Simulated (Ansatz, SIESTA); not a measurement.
## One structure in several programs: Sr2CoCl2O2 (P1, 7 atoms in the cell)

Self-consistent single point, at a second geometry (atoms moved at random). First geometry:

```yaml
crystal:
  lattice:
    - [-2.04105, 2.04105, 7.70479]
    - [2.04105, -2.04105, 7.70479]
    - [2.04105, 2.04105, -7.70479]
  atoms:
    - { symbol: Sr, position: [0.39250, 0.39250, 0.00000] }
    - { symbol: Sr, position: [0.60750, 0.60750, 0.00000] }
    - { symbol: Co, position: [0.00000, 0.00000, 0.00000], spin: 3.0 }
    - { symbol: Cl, position: [0.82020, 0.82020, 0.00000] }
    - { symbol: Cl, position: [0.17980, 0.17980, 0.00000] }
    - { symbol: O, position: [0.00000, 0.50000, 0.50000] }
    - { symbol: O, position: [0.50000, 0.00000, 0.50000] }
```
(The spins are starting values, not results.)

Second geometry:
```xyz
7
Lattice="-2.0410 2.0410 7.7048 2.0410 -2.0410 7.7048 2.0410 2.0410 -7.7048" Properties=species:S:1:pos:R:3 pbc="T T T"
Sr    -0.0507     0.0126     6.0186
Sr     0.0098     0.0153     9.3286
Co    -0.0595    -0.0010    -0.0052
Cl     0.0194    -0.0173    12.6637
Cl     0.0745    -0.0409     2.7744
O      2.0625     0.0845     0.0166
O     -0.0150     1.9878     0.0224
```
Moments meant for the start (each program seeds them in its own way; μB, in the order of the atoms Sr Sr Co Cl Cl O O): 0.0 0.0 3.0 0.0 0.0 0.0 0.0.

Shared settings, as Ansatz (a quantum-chemistry and plane-wave program) writes them: kpoints.mp_grid.grid = 4 4 4; scf.occupations.method = fermi_dirac; scf.occupations.width = 0.05 eV. Potentials and cutoffs stand in the table.

```csv
code,model,ΔF from the first geometry (meV/atom),pressure (GPa),largest force (eV/Å),size of the net moment (μB/atom),cutoff
SIESTA,"LDA PW92, numerical atomic orbitals TZP, PseudoDojo LDA standard norm-conserving potentials (rewritten from UPF to PSML)",13.2,-8.41,0.836,0.34,grid 350 Ry
Ansatz,"LDA (PW92), PAW files made with PBE",10.0,-8.72,0.687,0.34,420 eV
```

Size of the force on each atom (eV/Å): Sizes of forces hide their directions.

```
code      Sr1    Sr2    Co3    Cl4    Cl5     O6     O7
------  -----  -----  -----  -----  -----  -----  -----
SIESTA  0.316  0.147  0.484  0.203  0.235  0.836  0.688
Ansatz  0.493  0.232  0.485  0.150  0.173  0.687  0.601
```

On Ansatz's run: with one magnetic atom in the cell only a parallel order is possible.

The spread over the programs that give each value: ΔF from the first geometry within 3.2 meV/atom; pressure within 0.31 GPa; largest force within 0.149 eV/Å; size of the net moment within 0.00 μB/atom.

SIESTA uses small atom-centred bases, whose incompleteness enters pressures, forces and empty levels differently from a plane-wave cutoff. Ansatz's pressure is given at a fixed set of plane waves, as the other plane-wave codes print theirs; with its correction for the finite basis it is -8.54 GPa.

The shared mesh is coarse (it stands for a supercell whose shortest vector is 16 Å), so the values are not converged in it.

The starting cell comes from a database of computed structures (which also holds hypothetical and non-ambient phases and stackings), without a prior relaxation at this level. Its lattice was rescaled by a random factor within 2.5 % of one. For this run, on top of that: atoms moved at random.

Keys are those of Ansatz 0.2.
